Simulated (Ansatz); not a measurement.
Li$_{2}$O$_{2}$ (P6_3/mmc), PBEsol, rigid bands in Ansatz (a program for electronic structure): N_v = 8.65e20 cm⁻³ at 300 K and a hole conductivity mass of 2.88 mₑ along z (a = (3.12, 0.00, 0.00) Å; b = (-1.56, 2.70, 0.00) Å; c = (0.00, 0.00, 7.56) Å).

Q: For 1e17 holes per cm³ at 300 K, place the Fermi level, estimate the Seebeck coefficient of a parabolic band with constant τ, and give mobility and conductivity for τ = 10 fs.

A: The level lies k_BT ln(N_v/p) = 0.234 eV above the valence-band maximum. S ≈ +(k_B/e)[ln(N_v/p) + 5/2] = 997 μV/K, against 975 μV/K from the full bands (mean over directions). μ = eτ/m = 6.11 cm²/(V·s) and σ = peμ = 0.0978 S/cm. τ is assumed, not computed.

Band transport and this doping are assumed; polarons and phonon drag are left out. Spin-orbit coupling is left out.

Formula and space group known from diffraction (Crystallography Open Database), not checked to be the room-temperature form: Li2O2 (P6_3/mmc).
